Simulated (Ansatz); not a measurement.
A self-consistent single point of Ba (Im-3m, 1 atom in the cell) with Ansatz (a program for electronic structure)

Level of theory: PBE (plane waves, PAW; Ansatz).

The input file:

Ansatz 0.2 input:
```yaml
# Ba
crystal:
  lattice:
    - [-2.497450, 2.497450, 2.497450]
    - [2.497450, -2.497450, 2.497450]
    - [2.497450, 2.497450, -2.497450]
  atoms:
    - { symbol: Ba, position_ang: [0.000000, 0.000000, 0.000000] }
basis:
  ecutwfc: 420.0 eV
kpoints:
  mp_grid: { grid: [9, 9, 9] }
hamiltonian:
  xc: pbe
  pseudopotentials: { kind: paw }
scf:
  occupations: { method: gaussian, width: 0.1 eV }
output:
  forces: true
  eigenvalues: true
  stress: true
```

Output (repeated stretches shortened):

```
WARN ansatz: RAYON_NUM_THREADS=1 ignored (pool sized by the plan → 1); use --threads N
Pseudopotentials: kind: paw
Pseudopotential: Ba, paw, valence charge 10
Crystal: 1 atoms, lattice volume = 62.309 Å³
Basis set: ecut = 420 eV, 1205 PW (Γ), exchange–correlation on 60×60×60 points (8 copies of the dense FFT grid, shifted against one another)
Bands: 9, of which v1, the nominal top of the filled ones, is band 5 counted from 1 (4 counted from 0)
Symmetry: 48 space group operations
Space group: Im-3m (ITA 229), of the structure as read, at distance tolerance 4.0e-5 Å
k-points: 35 of 729
Initial density: superposition of atomic densities (neutral atoms: chi_scale 0, normalization atom), corrected by the library's trained network
Initial wavefunctions: pseudopotential atomic-orbital guess
Eigensolver: davidson
Functional: x = pbe(κ = 0.804, μ = 0.2195149727645171), c = pbe(β = 0.06672455060314922)
SCF iter   1: F=—  HF=-5949.541983 eV  |F-HF|=—  |Δ(HF+E_count)|=         —  Δρ=1.05e-3  dr2=1.07e-3  ethr=1.77e-3  ⟨swp⟩=7.5  Hψ=3089  notcnv=0
all-band conjugate gradients solve this SCF's bands
preconditioner: auto → Kerker (q_TF=auto, 2.011 Å⁻¹)
SCF iter   2: F=—  HF=-5949.542023 eV  |F-HF|=—  |Δ(HF+E_count)|=   3.98e-5  Δρ=7.32e-4  dr2=5.32e-4  ethr=1.07e-5  ⟨swp⟩=2.4  Hψ=706  notcnv=0
SCF iter   3: F=—  HF=-5949.542034 eV  |F-HF|=—  |Δ(HF+E_count)|=   1.06e-5  Δρ=1.15e-4  dr2=1.12e-5  ethr=5.32e-6  ⟨swp⟩=2.8  Hψ=494  notcnv=0
SCF iter   4: F=—  HF=-5949.542035 eV  |F-HF|=—  |Δ(HF+E_count)|=   1.41e-6  Δρ=4.72e-5  dr2=7.97e-7  ethr=1.12e-7  ⟨swp⟩=2.0  Hψ=493  notcnv=0
iter 5 did not close the SCF: its close was put off for the readings that it lacked (scf_convergence_deferred on its scf_iter line)
SCF iter   5: F=-5949.542036 eV  HF=-5949.542036 eV  |F-HF|=2.44e-8  |Δ(HF+E_count)|=   1.10e-6  Δρ=6.68e-6  dr2=2.79e-8  ethr=7.97e-9  ⟨swp⟩=2.5  Hψ=475  notcnv=0
SCF iter   6: F=-5949.542036 eV  HF=-5949.542036 eV  |F-HF|=1.54e-9  |Δ(HF+E_count)|=   2.62e-8  Δρ=1.36e-6  dr2=1.34e-9  ethr=2.79e-10  ⟨swp⟩=3.0  Hψ=1191  notcnv=0
SCF 1 converged in 6 iterations: F = -5949.542036 eV  dr2 = 1.34e-9
SCF converged after 6 iterations
Free energy (F): -5949.542036 eV
Harris-Foulkes:  -5949.542036 eV  (|F-HF|=1.54e-9)
Internal energy: -5949.534951 eV  (E = F + TS)
E sigma→0 (E₀):  -5949.538494 eV
Entropy (-TS):   -0.007085 eV (-7.085 meV/atom)
Fermi energy:    5.932230 eV
--- Per-component energies (eV) ---
  E_band       = -83.923088
  E_kinetic    = 166.472556
  E_local      = -374.229215  (includes V_loc(G=0)·N_el)
  E_nonlocal   = 57.112382
  E_hartree    = 118.061302
  E_xc         = -166.547032
  E_vxc        = -133.628228  (∫ρ·V_xc dr)
  E_paw        = -5225.833164  (= ΣΔE_a)
  E_vpaw       = -35.773238  (= ΣTr[D̂ρ^β])
  E_aug_tail   = -0.000002  (compensation charges beyond the density's cutoff)
  E_ewald      = -524.571778
  E_smearing   = -0.007085  (= −TS)
  E_closure    = 0.000000  (closes the sum)
  Σ components = -5949.542036   (vs F -5949.542036, Δ=0.00e0)
--- Forces (eV/Å), atoms counted from 1 ---
  atom   1  Ba     0.00000000    -0.00000000     0.00000000
  max |Σ_I F_I| component: 4.85e-31 eV/Å
--- Stress (GPa, compression-positive) ---
        0.154597      -0.000000       0.000000
        0.000000       0.154597       0.000000
       -0.000000      -0.000000       0.154597
  P = ⅓ Tr σ = 0.1546 GPa (1.546 kbar)
  The stress holds the Pulay correction. Without it, at fixed plane waves, as pw.x and ABINIT print it: P = 0.1532 GPa
--- Band table (eV; the first three rows and the last of 35) ---
  k-point 0: bands = ["-22.9321", "-7.8772", "-7.8772", "-7.8772", "3.1711", "7.7675", "7.7675", "7.7675", "9.1822"]
  k-point 1: bands = ["-22.9268", "-7.9370", "-7.8956", "-7.8776", "3.4021", "7.5732", "7.6334", "7.9917", "8.8834"]
  k-point 2: bands = ["-22.9134", "-8.0832", "-7.9415", "-7.8786", "4.0088", "7.1700", "7.1806", "8.6413", "8.8552"]
  k-point 34: bands = ["-22.8549", "-8.2080", "-8.1972", "-8.1972", "5.4271", "5.4407", "9.4555", "9.4555", "9.7205"]
```

The run converged in 6 iterations.

The starting cell has typed, rounded lattice constants, without a prior relaxation at this level. Its lattice was rescaled by up to half a per cent. Ansatz's pressure includes its estimate of the finite-basis (Pulay) stress.
